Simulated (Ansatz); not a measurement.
The parent structure is MgTe in the wurtzite structure (space group P6_3mc, No. 186; a = 4.561 Å, c = 7.413 Å). Axes: x lies along a and z along c of the hexagonal cell.

Computed with PBEsol, PAW, 420 eV (Ansatz, a program for electronic structure; no spin-orbit coupling), earlier PAW set.

The change: tensor shear ε_xz = −3.26 % (engineering shear γ = -0.0652); the atoms relax in the strained cell.

Q: Predict the stress tensor and what it implies for the stiffness.

A: Stress of the strained cell less that of the base (GPa, compression positive):
```
  -0.10    0.00    0.64
   0.00    0.00    0.00
   0.64    0.00    0.02
```

Then −Δσ/γ with γ = 2ε = -0.0652 gives secant stiffness values (nonlinear terms included at this strain): C55 ≈ 9.7 GPa.

As a check, the harmonic strain energy −½ V₀ Δσ:ε is 4.3 meV/atom; the computed energy rise is 4.3 meV/atom.

Stability against distortions was not tested.
